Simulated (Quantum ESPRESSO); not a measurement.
Several settings converged on TiAl (P4mm, 2 atoms in the cell)

```yaml
crystal:
  lattice:
    - [3.16316, 0.00000, 0.00000]
    - [0.00000, 3.16316, 0.00000]
    - [0.00000, 0.00000, 3.16316]
  atoms:
    - { symbol: Ti, position: [0.00000, 0.00000, 0.01581] }
    - { symbol: Al, position: [0.50000, 0.50000, 0.50000] }
```

Base method: PBEsol, GBRV 1.5 ultrasoft (PBESOL) pseudopotentials (plane waves; Quantum ESPRESSO).

Base settings: ecutwfc = 50 Ry; ecutrho = 400 Ry; occupations = smearing; smearing = gauss; degauss = 0.0073499 Ry; potentials = {Ti: ti_pbesol_v1.4.uspp.F.UPF, Al: al_pbesol_v1.uspp.F.UPF}; K_POINTS = automatic 4 4 4 0 0 0; conv_thr = 1e-10 Ry; mixing_beta = 0.5.

The count of work is k-points × plane waves × bands × iterations; it is no time. 

**The cutoff for other potential files**

Level: DFT, PBEsol, plane waves, SSSP 1.1.2 efficiency (PBE) pseudopotentials.

In this ladder: pseudopotentials = {Ti: ti_pbe_v1.4.uspp.F.UPF, Al: Al.pbe-n-kjpaw_psl.1.0.0.UPF}; input_dft = pbesol. Moved along: ecutrho.

The second cell is the first with its lattice scaled by 0.98.

The mesh stays at the base's, so the ladder's end is converged at best in this setting alone.

Only quantities that move along the ladder and can be compared are tabulated.

| ecutwfc | free energy less the last step's (meV/atom) | energy of the compressed cell less the first (meV/atom) | pressure (GPa) | count of work / last |
|---|---|---|---|---|
| 22 Ry | 256.82 | 42.46 | -15.77 | 0.10 |
| 28 Ry | 19.81 | 27.47 | -0.75 | 0.14 |
| 35 Ry | 4.64 | 27.05 | 0.62 | 0.21 |
| 42 Ry | 3.86 | 27.02 | 0.66 | 0.25 |
| 50 Ry | 3.48 | 27.00 | 0.66 | 0.39 |
| 60 Ry | 3.23 | 26.99 | 0.66 | 0.47 |
| 75 Ry | 1.77 | 26.99 | 0.59 | 0.64 |
| 100 Ry | 0.00 | 26.97 | 0.66 | 1.0 |

State of the free energy at the end of the ladder: still drifting one way, by 3.2 meV/atom over the last two steps, so the last step is no safe reference.

Coarsest ecutwfc that holds the energy of the compressed cell less the first within 2 meV/atom of the last step, with all finer ones: 28 Ry, at 0.14 of the last step's count of work; the step before is off by 15 meV/atom.

Coarsest ecutwfc that holds the pressure within 0.2 GPa of the last step, with all finer ones: 35 Ry, at 0.21 of the last step's count of work; the step before is off by 1.4 GPa.

Two neighbours can agree and both be off: 42 Ry and 50 Ry differ by 0.39 meV/atom in the free energy, yet lie about 3.5 meV/atom from the last step.

At the lowest cutoff the pressure lies 16.4 GPa under the last step's, the usual sign of Pulay stress in an incomplete plane-wave basis.

**The density cutoff**

The second cell is the first with its lattice scaled by 0.98.

The mesh stays at the base's, so the ladder's end is converged at best in this setting alone.

Only quantities that move along the ladder and can be compared are tabulated.

| ecutrho | free energy less the last step's (meV/atom) | energy of the compressed cell less the first (meV/atom) | pressure (GPa) |
|---|---|---|---|
| 100 Ry | -25.19 | 24.15 | 1.81 |
| 150 Ry | -0.24 | 25.38 | 0.46 |
| 200 Ry | 0.01 | 25.42 | 0.44 |
| 250 Ry | 0.07 | 25.40 | 0.42 |
| 300 Ry | 0.04 | 25.39 | 0.42 |
| 400 Ry | 0.01 | 25.39 | 0.43 |
| 500 Ry | 0.00 | 25.39 | 0.42 |
| 600 Ry | 0.00 | 25.39 | 0.43 |
| 800 Ry | 0.00 | 25.39 | 0.43 |

Coarsest ecutrho that holds the energy of the compressed cell less the first within 0.2 meV/atom of the last step, with all finer ones: 150 Ry; the step before is off by 1.2 meV/atom.

Coarsest ecutrho that holds the free energy within 5 meV/atom of the last step, with all finer ones: 150 Ry; the step before is off by 25 meV/atom.

Coarsest ecutrho that holds the pressure within 0.5 GPa of the last step, with all finer ones: 150 Ry; the step before is off by 1.4 GPa.

On the base run: the starting cell comes from a database of computed structures (which also holds hypothetical and non-ambient phases and stackings), without a prior relaxation at this level. Its lattice was rescaled by up to half a per cent. One atom was moved a little off its site on purpose. Spin polarisation is off. Without a gap this mesh is coarse (it stands for a supercell whose shortest vector is 13 Å).
